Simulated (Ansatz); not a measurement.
Cells marked so need not be the phases stable at ambient conditions, and some may be hypothetical.

No gap correction and no spin-orbit coupling; mid-gap values are interpolated between computed energies.

A. SnS2 (P6_3mc, not sure to be the ambient phase, 6 atoms a cell, 22.6 Å³ an atom), along the normal of (100)
B. Zr(MoO4)2 (P-3m1, not sure to be the ambient phase, 11 atoms a cell, 16.3 Å³ an atom, -2 GPa at this level), along the normal of (111)
C. Cd(InSe₂)₂ (I-4, not sure to be the ambient phase, 7 atoms a cell, 29.4 Å³ an atom), along the normal of (110)

Problem. Order them by mid-gap decay constant of the slowest evanescent state (lowest first) at the level PBEsol in Ansatz (a first-principles code).

Solution. C (0.08 1/Å), A (0.16 1/Å), B (0.37 1/Å)
